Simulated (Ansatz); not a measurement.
## Pressure series in Ti3GeC2

Start from Ti3GeC2 (space group P6_3/mmc, No. 194; a = 3.065 Å, c = 17.700 Å; a cell from a computed database, its experimental status unchecked).

Cell and atoms are relaxed at each pressure.

Computed with PBEsol (Ansatz, a first-principles code, PAW, scalar-relativistic without spin-orbit coupling).

| pressure (GPa) | volume per atom (Å³/atom) |
|---|---|
| -2 | 12.130 |
| -1 | 12.064 |
| 0 | 11.999 |
| 0.3 | 11.981 |
| 0.7 | 11.956 |
| 1.5 | 11.908 |
| 3 | ? |
| 5 | 11.705 |
| 7.5 | 11.571 |

**Question.** Fit the third-order Birch–Murnaghan form P(V) = (3B₀/2)[(V₀/V)^(7/3) − (V₀/V)^(5/3)]·[1 + (3/4)(B₀′ − 4)((V₀/V)^(2/3) − 1)] (squares taken in P) to the rows shown and predict the withheld row.

**Answer.** Least squares on the printed values gives V₀ = 12.000 Å³/atom, B₀ = 190 GPa, B₀′ = 4.4; this predicts 11.818 Å³/atom, and the run gives 11.818 Å³/atom, in agreement.

Load acts through the strain it causes; cell and atoms are relaxed under it. No phonon test of stability was made. Competing high-pressure phases were not computed. All final runs are without spin polarisation.
